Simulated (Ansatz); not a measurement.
An Ansatz (a program for electronic structure) input (Ansatz r2SCAN, no SOC):

Ansatz 0.2 input:
```yaml
crystal:
  lattice:
    - [3.6574623948, 0, 0]
    - [-1.2191541316, 3.4482886151, 0]
    - [0, 0, 26.945222161]
  atoms:
    - { symbol: Na, position: [0.25, 0.25, 0.2783424815] }
    - { symbol: Na, position: [0.75, 0.75, 0.3891712407] }
    - { symbol: Na, position: [1.25, 1.25, 0.5] }
    - { symbol: Na, position: [1.75, 1.75, 0.6108287593] }
    - { symbol: Na, position: [2.25, 2.25, 0.7216575185] }
basis: { ecutwfc: 500, ecutrho_ratio: 4, xc_grid: 4, fft_grid_basis: typed }
kpoints: { mp_grid: { grid: [14, 14, 1] } }
hamiltonian:
  xc: r2scan
  dispersion: none
  pseudopotentials: { kind: paw }
scf: { occupations: { method: fermi_dirac, width: 0.05 }, convergence: { dr2_threshold: 0.0000000005 } }
relax: { f_tol: 0.01, max_steps: 50 }
output: { forces: true, stress: true }
checkpoint: { write: state.ck, write_every: 1000 }
```

Problem. Which symmetry and how many k-points will the program report, and about how many plane waves at Γ?

Solution. Space group Cmmm (ITA 65) with 8 operations, k-points 57 of 196, and 8631 plane waves at Γ.

Whether these cells are dynamically stable was not tested. The cell was made from Na in the bcc (W type) structure (space group Im-3m, No. 229) by this change: a free-standing slab of 5 layers (5 atoms, 1 a layer) is cut normal to [110], with 15 Å of vacuum and the in-plane cell held at bulk.
